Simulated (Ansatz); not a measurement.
Space group F-43m (No. 216); a = b = c = 5.508 Å, α = β = γ = 90.00°

```tsv
atom	site	symmetry	x	y	z
P	4d	-43m	0.7500	0.7500	0.7500
Al	4a	-43m	0.0000	0.0000	0.0000
```
(The calculation used a cell of 2 atoms; values per cell refer to that cell.)

Dynamical quadrupoles are not included in the interpolation of the phonons between the solved wave vectors. Unless called populations, κ holds the coherence term between modes besides the Boltzmann populations.

### Question
Estimate the lattice thermal conductivity at 1000 K from the linearised phonon Boltzmann equation (three-phonon plus isotope scattering), PBE in Ansatz (third-order constants from a 54-atom supercell out to 5.0 Å, harmonic mesh 6×6×6, k mesh 6×6×6, scattering mesh 17×17×17).

### Answer
κ = 25 W/(m K). The result is for a perfect infinite crystal and omits four-phonon processes.

Ansatz is a first-principles code.
